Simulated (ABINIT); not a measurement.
A self-consistent single point of HgPt3 (Pm-3m, 4 atoms in the cell) with ABINIT.

Method: PBEsol, PAW (JTH v2.0 PBE PAW, files made for PBE) (plane waves; ABINIT).

```yaml
crystal:
  lattice:
    - [3.98297, 0.00000, 0.00000]
    - [0.00000, 3.98297, 0.00000]
    - [0.00000, 0.00000, 3.98297]
  atoms:
    - { symbol: Hg, position: [0.00000, 0.00000, 0.00000] }
    - { symbol: Pt, position: [0.00000, 0.50000, 0.50000] }
    - { symbol: Pt, position: [0.50000, 0.00000, 0.50000] }
    - { symbol: Pt, position: [0.50000, 0.50000, 0.00000] }
```

Reference input (self-consistent single point, DFT, LDA (PW92), plane waves, PAW (JTH v2.0 LDA PAW)): pseudos = [Hg.LDA_PW-JTH.xml, Pt.LDA_PW-JTH.xml]; ecut = 42 Ry; pawecutdg = 84 Ry; ixc = 7; occopt = 3; tsmear = 0.136 eV; ngkpt = 7 7 7; nshiftk = 1; shiftk = 0 0 0; potentials = JTH v2.0 LDA PAW; nband = 28; kptopt = 1. This run's input differs from it in these lines:

```diff
@@ -1,4 +1,4 @@
-# HgPt3, JTH v2.0 LDA PAW
+# HgPt3, JTH v2.0 PBE PAW
 pp_dirpath "./"
-pseudos "Hg.LDA_PW-JTH.xml, Pt.LDA_PW-JTH.xml"
+pseudos "Hg.GGA_PBE-JTH.xml, Pt.GGA_PBE-JTH.xml"
 acell 7.5267281318 7.5267281318 7.5267281318
@@ -19,3 +19,3 @@
 pawecutdg 84 Ry
-ixc 7
+ixc -116133
 occopt 3
```

Its files differ too (potentials: JTH v2.0 LDA PAW → JTH v2.0 PBE PAW).

The program printed (abridged):

```
--- !BeginCycle
solver: {iscf: 17, nstep: 100, nline: 4, wfoptalg: 10, }
tolerances: {toldfe: 1.00E-09, }
...

     iter   Etot(hartree)      deltaE(h)  residm     nres2
 ETOT  1  -123.00958810849    -1.230E+02 1.346E-01 3.322E+01
 ETOT  2  -123.60757136965    -5.980E-01 1.583E-01 2.362E+01
 ETOT  3  -123.46999434732     1.376E-01 1.078E-02 6.412E+00
 ETOT  4  -123.48609118499    -1.610E-02 4.100E-03 4.709E+00
 ETOT  5  -123.49407398883    -7.983E-03 2.465E-03 8.050E+00
   [... 27 lines left out ...]
 ETOT 33  -123.46121222798    -2.320E-09 1.669E-04 4.913E-08
 ETOT 34  -123.46121222966    -1.685E-09 9.442E-05 3.816E-07
 ETOT 35  -123.46121222948     1.810E-10 2.037E-04 3.133E-07
 ETOT 36  -123.46121222888     5.994E-10 1.148E-04 5.860E-08
 At SCF step   36, etot is converged :
  for the second time, diff in etot=  5.994E-10 < toldfe=  1.000E-09

 Cartesian components of stress tensor (hartree/bohr^3)
  sigma(1 1)= -1.69043995E-04  sigma(3 2)=  0.00000000E+00
  sigma(2 2)= -1.69043995E-04  sigma(3 1)=  0.00000000E+00
  sigma(3 3)= -1.69043995E-04  sigma(2 1)=  0.00000000E+00

 ----iterations are completed or convergence reached----

 reduced coordinates (array xred) for    4 atoms
       0.000000000000      0.000000000000      0.000000000000
       0.000000000000      0.500000000000      0.500000000000
       0.500000000000      0.000000000000      0.500000000000
       0.500000000000      0.500000000000      0.000000000000
 cartesian forces (eV/Angstrom) at end:
    1     -0.00000000000000    -0.00000000000000    -0.00000000000000
   [... lines left out ...]
 Fermi (or HOMO) energy (eV) =   8.38266   Average Vxc (eV)= -12.32486
   [... lines left out ...]
'-kT*entropy'       : -8.37093227664931E-03
total_energy        : -1.23461517227621E+02
total_energy_eV     : -3.35955873721881E+03
...

-Cartesian components of stress tensor (GPa)         [Pressure=  4.9734E+00 GPa]
- sigma(1 1)= -4.97344521E+00  sigma(3 2)=  0.00000000E+00
- sigma(2 2)= -4.97344521E+00  sigma(3 1)=  0.00000000E+00
- sigma(3 3)= -4.97344521E+00  sigma(2 1)=  0.00000000E+00

 Calculation completed.
```

The run converged in 36 iterations. 

The starting cell comes from a database of computed structures (which also holds hypothetical and non-ambient phases and stackings), without a prior relaxation at this level. Its lattice was rescaled by a random factor within 2.5 % of one. Spin polarisation is off. The potentials were made for another functional than the one used. With a pressure of about 5 GPa the cell is away from its equilibrium volume at this level.

These are the values that this program gave, and no reference: the one-centre exchange-correlation terms come from a truncated expansion.

Cost on one core of a shared machine: roughly 90 s.
